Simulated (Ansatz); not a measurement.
Input:

```yaml
crystal:
  lattice:
    - [3.56520, 0.00000, 0.00000]
    - [-1.78260, 3.08756, 0.00000]
    - [0.00000, 0.00000, 5.60473]
  atoms:
    - { symbol: Hf, position: [0.00000, 0.00000, 0.00000] }
    - { symbol: S, position: [0.66667, 0.33333, 0.25941] }
    - { symbol: S, position: [0.33333, 0.66667, 0.74059] }
```

No spin polarisation.

All numbers come from PBEsol-D3(BJ) in Ansatz (plane waves to 420 eV, PAW, spin-orbit coupling left out). Γ-centred 11×11×6 mesh, Fermi–Dirac width 0.05 eV.

Question: Predict the gap character, smallest direct gap and width of the top valence band.

Answer: The gap character is indirect, Γ → L. The smallest direct gap comes out as 1.57 eV and the width of the top valence band is 2.33 eV.

With Hf present, leaving out spin-orbit coupling can change the band edges. The cells carry an imposed strain or load. Stability against distortions was not tested. The cell was made from HfS$_{2}$ in the CdI2 type structure (space group P-3m1, No. 164; layered, stacked along the Cartesian z axis) by this change: isotropic strain +0.50 %.

Ansatz is a first-principles code.
